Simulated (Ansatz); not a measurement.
**ZnS: response to strain**

Consider ZnS in the wurtzite structure (space group P6_3mc, No. 186).

```
CELL_PARAMETERS angstrom
      3.84528     0.00000     0.00000
     -1.92264     3.33011     0.00000
      0.00000     0.00000     6.30521
ATOMIC_POSITIONS crystal
  Zn 0.33333 0.66667 0.00023
  Zn 0.66667 0.33333 0.50023
  S  0.33333 0.66667 0.37477
  S  0.66667 0.33333 0.87477
```

Cartesian axes are those of the cell as printed.

Strains are applied to the cell and any free atomic positions relax.

Calculations: Ansatz (a quantum-chemistry and plane-wave program) PBE, without spin-orbit coupling.

Notes on the quantities. pressure: mean of the normal stresses, compression positive; energy relative to the base: free energy F.

```
case                            pressure  energy relative to the base  band gap
------------------------------  --------  ---------------------------  --------
base                            0.00 GPa                   0 meV/atom   2.08 eV
uniaxial strain ε_zz = −3.00 %  2.30 GPa                +8.0 meV/atom   2.23 eV
uniaxial strain ε_zz = −2.40 %  1.81 GPa                +5.1 meV/atom   2.21 eV
uniaxial strain ε_zz = −1.80 %  1.34 GPa                +2.8 meV/atom   2.20 eV
uniaxial strain ε_zz = −1.20 %  0.88 GPa                +1.3 meV/atom   2.16 eV
uniaxial strain ε_zz = −0.60 %  0.43 GPa                +0.3 meV/atom   2.12 eV
```

Whether these cells are dynamically stable was not tested.
